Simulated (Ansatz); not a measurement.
## BeBr$_{2}$ in the fluorite structure (space group Fm-3m, No. 225; a hypothetical phase, not in the database extracts checked)

```cif
data_Be4Br8
_chemical_formula_sum 'Be4 Br8'
_space_group_name_H-M_alt 'Fm-3m'
_space_group_IT_number 225
_space_group_name_Hall '-F 4 2 3'
_cell_length_a 6.48477
_cell_length_b 6.48477
_cell_length_c 6.48477
_cell_angle_alpha 90.000
_cell_angle_beta 90.000
_cell_angle_gamma 90.000
loop_
_atom_site_label
_atom_site_type_symbol
_atom_site_symmetry_multiplicity
_atom_site_Wyckoff_symbol
_atom_site_fract_x
_atom_site_fract_y
_atom_site_fract_z
_atom_site_occupancy
Be1 Be 4 a 0.00000 0.00000 0.00000 1
Br1 Br 8 c 0.25000 0.25000 0.25000 1
```
(The calculation used a cell of 3 atoms; values per cell refer to that cell.)

Level of theory: PBE in Ansatz (plane waves to 420 eV, PAW, without spin-orbit coupling). k-mesh 9×9×9 (Γ-centred); smearing 0.05 eV (Fermi–Dirac).

| Quantity | Result |
|---|---|
| Volume per atom | 22.72 Å³ |
| Density | 4.11 g/cm³ |
| Band gap | 0.23 eV, indirect, X → Γ |
| Electron mass | 0.17 mₑ |
| Hole mass | 0.28 mₑ along k, 2.5 mₑ across |
| Lowest conduction-band minima above the VBM | Γ 0.23 eV; X along ⟨100⟩ 0.97 eV |
| Total energy | -1886.294 eV/atom (σ→0; compares only within this code and set-up) |

Masses are band curvatures over ±0.01 Å⁻¹ around the edge. Along k means along the line from Γ to the band edge. Whether these cells are dynamically stable was not tested. The zero or small gap of BeBr2 can change with the level of theory.

Ansatz is a program for electronic structure.
